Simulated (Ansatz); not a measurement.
Abridged Ansatz (a program for electronic structure) output:

```
Relaxation: its limit of steps is 50 (relax.max_steps)
Pseudopotential: C, paw, valence charge 4
Crystal: 4 atoms, lattice volume = 35.604 Å³
Basis set: ecut = 420 eV, 677 PW (Γ), exchange–correlation on 36×36×90 points (8 copies of the dense FFT grid, shifted against one another)
Bands: 12, of which v1, the nominal top of the filled ones, is band 8 counted from 1 (7 counted from 0)
Symmetry: 24 space group operations
k-points: 81 of 1125
Functional: x = pbesol(κ = 0.804, μ = 0.12345679012345678), c = pbesol(β = 0.046)
SCF iter   1: F=—  HF=-989.050319 eV  |F-HF|=—  |Δ(HF+E_count)|=         —  Δρ=1.22e-1  dr2=4.41e0  ethr=3.10e-3  ⟨swp⟩=5.8  Hψ=5501  notcnv=0
SCF iter   2: F=—  HF=-987.963879 eV  |F-HF|=—  |Δ(HF+E_count)|=    1.09e0  Δρ=7.11e-2  dr2=1.81e0  ethr=3.10e-3  ⟨swp⟩=2.9  Hψ=2557  notcnv=0
SCF 1 converged in 8 iterations: F = -987.161889 eV  dr2 = 8.15e-11
relax step   1: F+E_penalty+E_count = -987.16188869 eV  Δ(F+E_penalty+E_count) = +0.000e0 eV  max|allowed force component| = 4.071e-16 eV/Å  Δτ_max = 0.0000 Å  (8 SCF iters, accepted)
SCF converged after 8 iterations
Free energy (F): -987.161889 eV
Internal energy: -987.160633 eV  (E = F + TS)
E sigma→0 (E₀):  -987.161261 eV
Entropy (-TS):   -0.001256 eV (-0.314 meV/atom)
Fermi energy:    6.810445 eV
  E_disp       = -0.443099  (pairwise vdW)
--- Forces (eV/Å), atoms counted from 1 ---
  atom   1  C     -0.00000000    -0.00000000    -0.00000000
  atom   2  C      0.00000000     0.00000000     0.00000000
  atom   3  C      0.00000000     0.00000000     0.00000000
  atom   4  C     -0.00000000    -0.00000000    -0.00000000
--- Stress (GPa, compression-positive) ---
      -15.015575       0.000000       0.000000
        0.000000     -15.015575       0.000000
        0.000000       0.000000      -0.335053
  P = ⅓ Tr σ = -10.1221 GPa (-101.221 kbar)
--- Relaxed structure (1 steps of the walk, 1 accepted, 0 SCFs on fresh bases) ---
  atoms:
    - { symbol: C, position: [0.0, 0.0, 0.25] }
    - { symbol: C, position: [0.0, 0.0, 0.7500000000000001] }
    - { symbol: C, position: [0.3333333333333333, 0.6666666666666667, 0.25] }
    - { symbol: C, position: [0.6666666666666667, 0.3333333333333333, 0.7500000000000001] }
```

**Question.** What was computed, and what are the main results?

**Answer.** C, 4 atoms in the cell, with DFT with PBEsol-D3(BJ), PAW potentials and a 420 eV plane-wave cutoff in Ansatz, without spin-orbit coupling, earlier PAW set. The last SCF converged to F = -987.161889 eV, or -246.7905 eV per atom, at a pressure of -10.12 GPa. The total energy compares only with runs of the same code, potentials and settings.

A case with no gap was solved on a k-mesh chosen for an insulator, which is coarse for it. The cells carry an imposed strain or load. Whether these cells are dynamically stable was not tested. The cell was made from C in the graphite type structure (space group P6_3/mmc, No. 194; layered, stacked along the Cartesian z axis) by this change: isotropic strain +1.20 %.

Keys are those of Ansatz 0.2.
